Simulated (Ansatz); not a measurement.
Defect migration in fcc Cu: Ru-vacancy pair (Ru on one host Cu site, one Cu site vacant), neutral cell. The step: a nearby Cu atom hops onto the vacant site (Ru-vacancy distance between ideal sites 2.57 → 3.63 Å); the atom moves 2.49 Å along (0.00, -0.48, 0.49) of the unit cell; the moving atom starts with neighbours 4 Cu at 2.54, Cu at 2.56, 3 Cu at 2.58, 2 Cu at 2.59, Cu at 2.61 Å and ends with 2 Cu at 2.54, 3 Cu at 2.55, 2 Cu at 2.57, 3 Cu at 2.60; Ru at 2.58 Å. DFT values are from Ansatz (plane-wave PAW, 420 eV unless said) in a cell of 32 host sites, spin-restricted, static, with no finite-size correction. Forms of the defect that were not tried may lie lower. The start lies 0.13 eV above the lowest site run (PBE). For the PBE band: the saddle point's order was not checked, and it lies on a symmetry element of the cell, where a band can be held.

| Level | Forward barrier (eV) | Cost of the band or of the saddle's single point |
|---|---|---|
| CHGNet universal potential (has no charge state), its own band | 0.42 | - |
| PBE, a 3×3×3 k-point mesh shifted by half a step, band relaxed | 0.65 | roughly 70 core-minutes |
| PBE, a 5×5×5 k-point mesh shifted by half a step, same geometries | 0.66 | around 13 core-minutes (rough) |
| r2SCAN at 500 eV, a 3×3×3 k-point mesh shifted by half a step, same geometries | 0.64 | around 10 core-minutes (rough) |

Ansatz is a program for electronic structure.
